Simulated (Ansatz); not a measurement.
We consider cubic perovskite CsPbBr3 (cubic high-temperature phase), described by PBEsol (Ansatz, an electronic-structure program, PAW).

Settings: plane-wave cutoff 520 eV, 4×4×4 k mesh, scalar-relativistic PAW data made under PBE.

Computed at the level's own relaxed cell.

Elastic tensor (GPa, Voigt notation, ions relaxed):

```
   52.0     6.4     6.4     0.0     0.0     0.0
    6.4    52.0     6.4     0.0     0.0     0.0
    6.4     6.4    52.0     0.0     0.0     0.0
    0.0     0.0     0.0     3.9     0.0     0.0
    0.0     0.0     0.0     0.0     3.9     0.0
    0.0     0.0     0.0     0.0     0.0     3.9
```

Worked from these constants: the tetragonal shear constant is C′ = (C11 − C12)/2 = 22.8 GPa against C44 = 3.9 GPa, so the C44 shear is the softer. The Zener ratio C44/C′ is 0.17 (1 for an isotropic solid), and the Cauchy pressure C12 − C44 is 2.5 GPa. With C11 + 2C12 = 64.8 GPa all three Born conditions hold; they don't test modes at the zone boundary.

Note: the relaxation could not lower the start's symmetry, so the cell can be a saddle point above a distorted one.

Spin–orbit coupling is not included; it can shift volumes and moduli of such heavy elements.

Computed values are for the static lattice.
